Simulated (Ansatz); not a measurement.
**Sc under a change: biaxial strain +1.50 %, plane normal [001], relaxed out of plane**

Take Sc in the hcp (Mg type) structure (space group P6_3/mmc, No. 194; a = 3.3179 Å, c = 5.1860 Å; relaxed with 0.1 eV smearing) as the base. Axes: x lies along a and z along c of the hexagonal cell.

One thing is altered: tensile biaxial strain of 1.50 % in the plane normal to [001], as in epitaxy on a mismatched substrate; the out-of-plane cell vector and the atoms relax.

Method: PBE/PAW in Ansatz (an electronic-structure program), no SOC. Settings: 20×20×11 k-points, 0.1 eV Fermi–Dirac smearing.

The volume per atom grows by 0.535 Å³ (24.72 Å³ → 25.26 Å³) and the space group is still P6_3/mmc (No. 194). The shortest interatomic distance stays 3.224 Å and the band gap stays zero. The out-of-plane strain comes out as -0.83 %.

Whether these cells are dynamically stable was not tested. The final runs are not spin-polarised.
